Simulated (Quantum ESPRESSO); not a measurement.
Input and output of a relaxation of the atoms for SnSe2 (P1, 3 atoms in the cell) (Quantum ESPRESSO).

Level of theory: PBEsol, GBRV 1.5 ultrasoft (PBESOL) pseudopotentials (plane waves; Quantum ESPRESSO).

This input was run:

```fortran
&control
 calculation = 'relax',
 prefix = 'snse2',
 outdir = './tmp/',
 pseudo_dir = './',
 forc_conv_thr = 1.2e-03,
/
&system
 ibrav = 0,
 nat = 3,
 ntyp = 2,
 ecutwfc = 40,
 ecutrho = 200,
 occupations = 'fixed',
 nbnd = 17,
/
&electrons
 conv_thr = 7.3e-05,
/
&ions
/
ATOMIC_SPECIES
Sn   118.7100  sn_pbesol_v1.4.uspp.F.UPF
Se    78.9710  se_pbesol_v1.uspp.F.UPF
ATOMIC_POSITIONS crystal
Sn    0.005156000    0.000557000   -0.001530000
Se    0.664062000    0.329573000    0.757262000
Se    0.330782000    0.669870000    0.244269000
K_POINTS automatic
10 10 5  0 0 0
CELL_PARAMETERS angstrom
   3.751615000     0.000000000     0.000000000
  -1.875808000     3.248994000     0.000000000
   0.000000000     0.000000000     6.333462000
```

Log, with long lists cut:

```
     Self-consistent Calculation

     iteration #  1     ecut=    40.00 Ry     beta= 0.70

     total energy              =    -245.39092687 Ry
     estimated scf accuracy    <       0.46360263 Ry

     iteration #  2     ecut=    40.00 Ry     beta= 0.70

     total energy              =    -245.51007993 Ry
     estimated scf accuracy    <       0.28034592 Ry

     iteration #  3     ecut=    40.00 Ry     beta= 0.70

     total energy              =    -245.57801087 Ry
     estimated scf accuracy    <       0.03821887 Ry

     iteration #  4     ecut=    40.00 Ry     beta= 0.70

     total energy              =    -245.58639568 Ry
     estimated scf accuracy    <       0.00064123 Ry

     iteration #  5     ecut=    40.00 Ry     beta= 0.70
     c_bands:  1 eigenvalues not converged
     c_bands:  1 eigenvalues not converged
     c_bands:  1 eigenvalues not converged
     c_bands:  1 eigenvalues not converged
     c_bands:  1 eigenvalues not converged
     c_bands:  1 eigenvalues not converged
     c_bands:  1 eigenvalues not converged
     c_bands:  1 eigenvalues not converged

     total energy              =    -245.58666009 Ry
     estimated scf accuracy    <       0.00011719 Ry

     iteration #  6     ecut=    40.00 Ry     beta= 0.70
     End of self-consistent calculation

     Number of k-points >= 100: set verbosity='high' to print the bands.

     highest occupied, lowest unoccupied level (ev):     6.5042    7.1909

!    total energy              =    -245.58669549 Ry
     estimated scf accuracy    <       0.00004496 Ry

     convergence has been achieved in   6 iterations

     Forces acting on atoms (cartesian axes, Ry/au):

     atom    1 type  1   force =    -0.00760780   -0.00073603    0.01666219
     atom    2 type  2   force =     0.00280167    0.00262701   -0.03647575
     atom    3 type  2   force =     0.00480612   -0.00189099    0.01981356

     Total force =     0.045832     Total SCF correction =     0.017026
     SCF correction compared to forces is large: reduce conv_thr to get better values

     BFGS Geometry Optimization
   [... lines left out ...]
     highest occupied, lowest unoccupied level (ev):     6.6191    7.0546
!    total energy              =    -245.59057671 Ry
     Total force =     0.001483     Total SCF correction =     0.001694
     bfgs converged in   5 scf cycles and   4 bfgs steps
   [... lines left out ...]

     End of BFGS Geometry Optimization

     Final energy             =    -245.5905767148 Ry

     File ./tmp/snse2.bfgs deleted, as requested
Begin final coordinates

ATOMIC_POSITIONS (crystal)
Sn               0.0001774328        0.0000740321        0.0000750563
Se               0.6666463029        0.3318176469        0.7458121293
Se               0.3331762643        0.6681083210        0.2541138144
End final coordinates

   JOB DONE.
```

The run converged.  The full log also holds: “SCF correction compared to forces is large: reduce conv_thr to get better values”.

Summary of the result:
| Quantity | Result |
|---|---|
| Free energy E − TS | -3341.4300 eV |
| Top of the valence band (on the code's own zero) | 6.62 eV |
| Gap on the k-point mesh | 0.44 eV |
| Largest force (vector length) | 0.025 eV/Å |
| Relaxation steps | 4 |

The starting cell comes from a database of computed structures (which also holds hypothetical and non-ambient phases and stackings), without a prior relaxation at this level. Its lattice was rescaled by a random factor within 2.5 % of one. For this run, on top of that: atoms moved at random.

Cost on one core of a shared machine: roughly 2 min.
